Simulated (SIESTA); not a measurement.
Band structure of Mg₃Ti (Imm2, 4 atoms in the cell).

```xyz
4
Lattice="-1.5348 5.0911 2.7112 1.5348 -5.0911 2.7112 1.5348 5.0911 -2.7112" Properties=species:S:1:pos:R:3 pbc="T T T"
Mg     0.0000     5.0911     1.8034
Mg     0.0000     7.6329     0.0021
Mg     0.0000     2.5493     0.0021
Ti     0.0000     0.0000     1.8075
```
Moments meant for the start (each program seeds them in its own way; μB, in the order of the atoms Mg Mg Mg Ti): 0.0 0.0 0.0 1.0.

Computed with LDA PW92, numerical atomic orbitals DZP, PseudoDojo LDA standard norm-conserving potentials (rewritten from UPF to PSML) in SIESTA.

Settings: XC.functional = LDA; XC.authors = PW92; potentials = PseudoDojo LDA standard; PAO.BasisSize = DZP; PAO.EnergyShift = 0.01 Ry; MeshCutoff = 300 Ry; kgrid.MonkhorstPack = 6 6 6; OccupationFunction = FD; ElectronicTemperature = 0.1 eV; Spin = polarized; DM.InitSpin = [1 +0.00, 2 +0.00, 3 +0.00, 4 +1.00]; MaxSCFIterations = 150; SCF.Mixer.Method = Pulay; SCF.Mixer.Weight = 0.1.

The starting cell comes from a database of computed structures (which also holds hypothetical and non-ambient phases and stackings), without a prior relaxation at this level. With one magnetic atom in the cell only a parallel order is possible. Values carry the incompleteness of an atom-centred basis.

Levels in eV from the Fermi level, bands 19 to 24 of the first spin channel:
| point | 19 | 20 | 21 | 22 | 23 | 24 |
|---|---|---|---|---|---|---|
| Γ | -1.55 | -1.42 | -1.33 | -0.75 | -0.35 | 1.40 |
| X | -2.10 | -1.07 | -0.15 | 0.00 | 0.39 | 2.05 |
| L | -1.77 | -1.21 | -0.36 | -0.31 | 0.12 | 0.72 |
| T | -1.57 | -0.99 | -0.77 | -0.18 | -0.08 | 0.48 |
| W | -1.65 | -1.26 | -0.69 | 0.13 | 0.25 | 0.45 |
| R | -1.30 | -1.04 | -0.29 | 0.33 | 0.43 | 1.74 |
| X1 | -2.10 | -1.07 | -0.15 | 0.00 | 0.39 | 2.05 |
| Z | -2.39 | -1.78 | -0.61 | -0.28 | 1.21 | 1.41 |
| Y | -4.45 | -0.84 | -0.61 | -0.33 | 1.39 | 1.43 |
| S | -2.71 | -2.38 | -0.61 | -0.30 | 1.21 | 1.38 |
| L1 | -1.77 | -1.21 | -0.36 | -0.31 | 0.12 | 0.72 |
| Y1 | -4.45 | -0.84 | -0.61 | -0.33 | 1.39 | 1.43 |

Bands cross the Fermi level along this path, so the cell is metallic at this level.

Higher empty bands are left out: an atom-centred basis made for the valence describes them poorly.

The net moment of the cell came out as 1.45 μB.
